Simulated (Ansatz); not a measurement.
Consider Mg₃Sb₂ (space group P-3m1, No. 164; a = 4.5508 Å, c = 7.1806 Å).

Method: DFT with PBEsol, PAW potentials and a 420 eV plane-wave cutoff in Ansatz (a first-principles code), without spin-orbit coupling.

Base values:

| Quantity | Value |
|---|---|
| Valence-band top at Γ | 0.00, -0.43, -0.43 eV |

Perturbation: an isotropic linear strain of −1.03 %, atoms relaxed at fixed cell.

**Question.** How does this affect the valence-band top at Γ?

**Answer.** The valence-band top at Γ (three highest levels, from the VBM) becomes 0.00, -0.45, -0.45 eV (base: 0.00, -0.43, -0.43 eV).

**Question.** What does the calculation give for the electron mass after the change?

**Answer.** The electron mass comes out as 0.21 mₑ along c, 0.35 mₑ across (at K).

Spin-orbit coupling, missing from the scalar runs, can matter with Sb. The levels and masses belong to the bands next to the band gap. Effective masses come from finite differences of ±0.01 Å⁻¹. Whether these cells are dynamically stable was not tested.
